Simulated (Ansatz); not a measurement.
Abridged Ansatz (a program for electronic structure) output:

```
Pseudopotential: Mo, paw, valence charge 14
Pseudopotential: Ru, paw, valence charge 16
Crystal: 8 atoms, lattice volume = 110.199 Å³
Basis set: ecut = 420 eV, 2133 PW (Γ), exchange–correlation on 80×80×60 points (8 copies of the dense FFT grid, shifted against one another)
Bands: 75, of which v1, the nominal top of the filled ones, is band 62 counted from 1 (61 counted from 0)
Symmetry: 24 space group operations
k-points: 84 of 1100
Functional: x = pbesol(κ = 0.804, μ = 0.12345679012345678), c = pbesol(β = 0.046)
SCF iter   1: F=—  HF=-44694.477685 eV  |F-HF|=—  |Δ(HF+E_count)|=         —  Δρ=1.46e-2  dr2=3.29e-1  ethr=1.77e-3  ⟨swp⟩=5.0  Hψ=19525  notcnv=0  defer=5
SCF iter   2: F=—  HF=-44694.455050 eV  |F-HF|=—  |Δ(HF+E_count)|=   2.26e-2  Δρ=6.96e-3  dr2=7.86e-2  ethr=2.65e-4  ⟨swp⟩=2.0  Hψ=8028  notcnv=0  defer=225
SCF 1 converged in 8 iterations: F = -44694.448570 eV  dr2 = 1.64e-10
SCF converged after 8 iterations
Free energy (F): -44694.448570 eV
Internal energy: -44694.386679 eV  (E = F + TS)
E sigma→0 (E₀):  -44694.417625 eV
Entropy (-TS):   -0.061890 eV (-7.736 meV/atom)
Fermi energy:    23.016464 eV
--- Forces (eV/Å), atoms counted from 1 ---
  atom   1  Mo     0.00000000    -0.00000000     0.00000000
  atom   2  Mo    -0.00000000     0.00000000     0.00000000
  atom   3  Ru    -0.00005838     0.00003371     0.00000000
  atom   4  Ru     0.00005838    -0.00003371     0.00000000
  atom   5  Ru    -0.00005838    -0.00003371     0.00000000
  atom   6  Ru     0.00005838     0.00003371     0.00000000
  atom   7  Ru     0.00000000    -0.00006742     0.00000000
  atom   8  Ru     0.00000000     0.00006742     0.00000000
--- Stress (GPa, compression-positive) ---
        0.001146      -0.000000       0.000000
       -0.000000       0.001146       0.000000
        0.000000       0.000000       0.001202
  P = ⅓ Tr σ = 0.0012 GPa (0.012 kbar)
```

### Question
What was computed, and what are the main results?

### Answer
MoRu3, 8 atoms in the cell, with Ansatz, PBEsol, PAW, cutoff 420 eV, no SOC. The last SCF converged to F = -44694.448570 eV, or -5586.8061 eV per atom, at a pressure of 0.00 GPa. The total energy compares only with runs of the same code, potentials and settings.

Stability against distortions was not tested. All final runs are without spin polarisation. The cell is MoRu3 (space group P6_3/mmc, No. 194; a cell from a computed database, its experimental status unchecked).
